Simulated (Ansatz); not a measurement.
# Response to strain in Pt

Consider Pt in the fcc (Cu type) structure (space group Fm-3m, No. 225; a = 3.9415 Å; relaxed with 0.1 eV smearing). Axes: x, y, z lie along the cube axes.

Strains are applied to the cell and any free atomic positions relax; under biaxial strain the out-of-plane vector relaxes too.

Method: r2SCAN, PAW, 500 eV (Ansatz, a program for electronic structure; no SOC), earlier PAW set.

Notes on the quantities. energy relative to the base: free energy F; pressure: mean of the normal stresses, compression positive.

```tsv
case	space group	energy relative to the base	shortest interatomic distance	pressure
base	Fm-3m (No. 225)	0 meV/atom	2.787 Å	0.0 GPa
biaxial strain −4.01 %, plane normal [001], relaxed out of plane	I4/mmm (No. 139)	+46 meV/atom	2.675 Å	8.8 GPa
biaxial strain +2.39 %, plane normal [110], relaxed out of plane	Immm (No. 71)	+18 meV/atom	2.723 Å	?
biaxial strain −2.24 %, plane normal [111], relaxed out of plane	R-3m (No. 166)	+17 meV/atom	2.725 Å	5.7 GPa
biaxial strain +4.86 %, plane normal [111], relaxed out of plane	R-3m (No. 166)	+59 meV/atom	?	-7.6 GPa
isotropic strain −5.98 %	Fm-3m (No. 225)	+0.545 eV/atom	2.620 Å	81.9 GPa
isotropic strain +1.23 %	Fm-3m (No. 225)	+17 meV/atom	2.821 Å	-8.9 GPa
uniaxial strain ε_yy = −0.41 %	I4/mmm (No. 139)	+0.3 meV/atom	2.781 Å	1.1 GPa
uniaxial strain ε_yy = +5.45 %	I4/mmm (No. 139)	+42 meV/atom	2.787 Å	-12.1 GPa
uniaxial strain ε_zz = +4.75 %	I4/mmm (No. 139)	+32 meV/atom	2.787 Å	-10.8 GPa
```

### Question
Some entries are withheld; estimate them.

### Answer

- biaxial strain +2.39 %, plane normal [110], relaxed out of plane, pressure: -5.5 GPa
- biaxial strain +4.86 %, plane normal [111], relaxed out of plane, shortest interatomic distance: 2.739 Å

A biaxial case was relaxed in a doubled cell and then solved in the primitive one. No phonon test of stability was made. The final runs are not spin-polarised. Pt lies near a magnetic instability that expansion can trigger; it was not tested.
